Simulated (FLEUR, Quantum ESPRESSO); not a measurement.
A Quantum ESPRESSO input for a self-consistent single point of KCl (Fm-3m, 2 atoms in the cell) (DFT, PBE, plane waves, SSSP 1.1.2 efficiency (PBE) pseudopotentials):

```fortran
&control
  calculation = 'scf'
  prefix = 'scf'
  outdir = './work'
  pseudo_dir = './'
  tprnfor = .true.
  tstress = .true.
/
&system
  ibrav = 2
  celldm(1) = 11.8863773239
  nat = 2
  ntyp = 2
  ecutwfc = 50
  ecutrho = 400
  occupations = 'smearing'
  smearing = 'fermi-dirac'
  degauss = 0.0036749
/
&electrons
  conv_thr = 1.0d-9
  mixing_beta = 0.3
/
ATOMIC_SPECIES
K     39.0983  K.pbe-spn-kjpaw_psl.1.0.0.UPF
Cl    35.4500  cl_pbe_v1.4.uspp.F.UPF
ATOMIC_POSITIONS crystal
K     0.0000000000    0.0000000000    0.0000000000
Cl    0.5000000000    0.5000000000    0.5000000000
K_POINTS automatic
6 6 6  0 0 0
```

Give the FLEUR input for the same structure, mesh, smearing and functional.

This is the input that was run; spellings and numerical settings could be chosen otherwise.

Input of the input generator:

```
scf KCl
&input film=f /
0.0000000000 5.9431886619 5.9431886619
5.9431886619 0.0000000000 5.9431886619
5.9431886619 5.9431886619 0.0000000000
1.0
1.0 1.0 1.0

2
19 0.0000000000 0.0000000000 0.0000000000
17 0.5000000000 0.5000000000 0.5000000000

&comp jspins=1 /
&kpt div1=6 div2=6 div3=6 gamma=t /
&end /
```

```xml
<?xml version="1.0" encoding="UTF-8" standalone="no"?>
<fleurInput fleurInputVersion="0.39">
   <comment>
      scf KCl                                                                                             
   </comment>
   <calculationSetup>
      <cutoffs Kmax="3.8" Gmax="15.2" GmaxXC="15.2" numbands="0"/>
      <scfLoop itmax="60" minDistance="0.00001" maxIterBroyd="15" imix="Anderson" alpha="0.05" precondParam="0.0" spinf="2.0"/>
      <coreElectrons ctail="T" frcor="F" kcrel="0" coretail_lmax="0"/>
      <xcFunctional name="pbe" relativisticCorrections="F"/>
      <magnetism jspins="1"/>
      <soc l_soc="F" theta="0.0" phi="0.0" spav="F"/>
      <expertModes spex="0" secvar="F"/>
      <geometryOptimization l_f="T" forcealpha="1.0" forcemix="BFGS" epsdisp="0.00001" epsforce="0.00001"/>
      <ldaU l_linMix="F" mixParam="0.05" spinf="1.0"/>
   </calculationSetup>
   <cell>
      <bzIntegration valenceElectrons="16.0" mode="hist" fermiSmearingEnergy="0.00183747">
         <kPointListSelection listName="default-1"/>
         <!-- k-points included here -->
         <xi:include xmlns:xi="http://www.w3.org/2001/XInclude" href="kpts.xml"> </xi:include>
      </bzIntegration>
      <!-- symmetry operations included here -->
      <xi:include xmlns:xi="http://www.w3.org/2001/XInclude" href="sym.xml"> </xi:include>
      <bulkLattice scale="1.0">
         <bravaisMatrix>
            <row-1>    0.0000000000000000     5.9431886618999998     5.9431886618999998</row-1>
            <row-2>    5.9431886618999998     0.0000000000000000     5.9431886618999998</row-2>
            <row-3>    5.9431886618999998     5.9431886618999998     0.0000000000000000</row-3>
         </bravaisMatrix>
      </bulkLattice>
   </cell>
   <atomSpecies>
      <species name="Potassium (K)" element="K" atomicNumber="19">
         <mtSphere radius="2.63" gridPoints="925" logIncrement="0.013"/>
         <atomicCutoffs lmax="10" lnonsphr="8"/>
         <electronConfig flipSpins="F">
            <coreConfig>(1s1/2) (2s1/2) (2p1/2) (2p3/2)</coreConfig>
            <valenceConfig>(3s1/2) (3p1/2) (3p3/2) (4s1/2)</valenceConfig>
            <stateOccupation state="(4s1/2)" spinUp="0.5" spinDown="0.5"/>
         </electronConfig>
         <energyParameters s="4" p="4" d="3" f="4"/>
         <lo type="SCLO" l="0" n="3" eDeriv="0"/>
         <lo type="SCLO" l="1" n="3" eDeriv="0"/>
      </species>
      <species name="Chlorine (Cl)" element="Cl" atomicNumber="17">
         <mtSphere radius="2.63" gridPoints="925" logIncrement="0.013"/>
         <atomicCutoffs lmax="10" lnonsphr="8"/>
         <electronConfig flipSpins="F">
            <coreConfig>(1s1/2) (2s1/2) (2p1/2) (2p3/2)</coreConfig>
            <valenceConfig>(3s1/2) (3p1/2) (3p3/2)</valenceConfig>
            <stateOccupation state="(3p1/2)" spinUp="0.8333333333333" spinDown="0.8333333333333"/>
            <stateOccupation state="(3p3/2)" spinUp="1.6666666666667" spinDown="1.6666666666667"/>
         </electronConfig>
         <energyParameters s="3" p="3" d="3" f="4"/>
      </species>
   </atomSpecies>
   <atomGroups>
      <atomGroup species="Potassium (K)">
         <relPos label="                   1">.0000000000 .0000000000 .0000000000</relPos>
         <force calculate="T" relaxXYZ="TTT"/>
      </atomGroup>
      <atomGroup species="Chlorine (Cl)">
         <relPos label="                   2">1.000/2.000 1.000/2.000 1.000/2.000</relPos>
         <force calculate="T" relaxXYZ="TTT"/>
      </atomGroup>
   </atomGroups>
   <output dos="F" band="F" slice="F">
      <checks vchk="F" cdinf="F"/>
      <bandDOS minEnergy="-.5*Htr" maxEnergy="0.5*Htr" sigma="0.015" storeEVData="T"/>
      <vacuumDOS vacdos="F" integ="F" star="F" nstars="0" locx1="0.0" locy1="0.0" locx2="0.0" locy2="0.0" nstm="0" tworkf="0.0"/>
      <unfoldingBand unfoldBand="F" supercellX="1" supercellY="1" supercellZ="1"/>
      <plotting iplot="0" polar="F">
         <plot TwoD="T" vec1="  1.0  0.0  0.0" vec2="  0.0  1.0  0.0" vec3="  0.0  0.0  1.0" zero="  0.0  0.0  0.0" file="plot"/>
      </plotting>
      <chargeDensitySlicing numkpt="0" minEigenval="0.0" maxEigenval="0.0" nnne="0" pallst="F"/>
      <specialOutput eonly="F"/>
      <magneticCircularDichroism mcd="F" energyLo="-10.0" energyUp="0.0"/>
   </output>
  <!-- We include the file relax.xml here to enable relaxations (see documentation) -->
  <xi:include xmlns:xi="http://www.w3.org/2001/XInclude" href="relax.xml"> <xi:fallback/> </xi:include>
</fleurInput>
```

Basis, cutoffs, solver keys and any potentials are the target program's own. This input uses DFT, PBE, all-electron FLAPW (FLEUR), scalar-relativistic valence. Both were run: gap on the mesh 5.194 eV in Quantum ESPRESSO and 5.330 in FLEUR.

On FLEUR: the starting cell has typed, rounded lattice constants, without a prior relaxation at this level. Values depend on the basis (sphere radii, cutoffs, local orbitals), which need not be converged.

On Quantum ESPRESSO: the starting cell has typed, rounded lattice constants, without a prior relaxation at this level.
